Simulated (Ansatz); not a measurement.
A one-dimensional Be body, 31 atoms a period, stretched and compressed along its axis from its relaxed period of 3.549 Å, atoms relaxed at each length.

```xyz
31
Lattice="20.5000 0.0000 0.0000 0.0000 19.0000 0.0000 0.0000 0.0000 3.5487" Properties=species:S:1:pos:R:3 pbc="T T T"
Be     8.1793     5.7466     0.0000
Be     8.0579     6.8978     1.7743
Be     6.9559     7.5981     0.0000
Be     6.9004     8.9026     1.7743
Be     5.9641     9.5832     0.0000
Be    10.2500     5.5966     0.0000
Be    10.2500     6.8205     1.7743
Be     9.1646     7.5528     0.0000
Be     9.1127     8.8434     1.7743
Be     8.0209     9.5336     0.0000
Be     7.9294    10.8399     1.7743
Be     6.8696    11.4516     0.0000
Be    12.3207     5.7466     0.0000
Be    12.4421     6.8978     1.7743
Be    11.3354     7.5528     0.0000
Be    11.3873     8.8434     1.7743
Be    10.2500     9.5000     0.0000
Be    10.2500    10.8132     1.7743
Be     9.1064    11.4137     0.0000
Be     9.0927    12.6995     1.7743
Be     8.0349    13.1700     0.0000
Be    13.5441     7.5981     0.0000
Be    13.5996     8.9026     1.7743
Be    12.4791     9.5336     0.0000
Be    12.5706    10.8399     1.7743
Be    11.3936    11.4137     0.0000
Be    11.4073    12.6995     1.7743
Be    10.2500    13.3039     0.0000
Be    14.5359     9.5832     0.0000
Be    13.6304    11.4516     0.0000
Be    12.4651    13.1700     0.0000
```

All values below come from PBE (plane waves to 420 eV, PAW; Ansatz, a quantum-chemistry and plane-wave program). Mesh 1×1×18. No spin polarisation. Isolated but for its images some 11 Å away. A hypothetical model. Only distortions within the start's symmetry and period were free. On relaxing, bonds broke or formed, so the name tells the start alone. Buckling under compression is shut out by symmetry and the short period. Energies are free energies at a Fermi–Dirac width of 0.05 eV, from the unstrained cell.

```tsv
strain (%)	energy (meV a period)	axial force (nN)
-3.0	+227	-6.80
-1.5	+57	-3.43
0.0	0	0.00
+1.5	+56	+3.33
+3.0	+218	+6.33
+6.0	+817	+11.65
```

The slope of the force at zero strain is 230 nN.
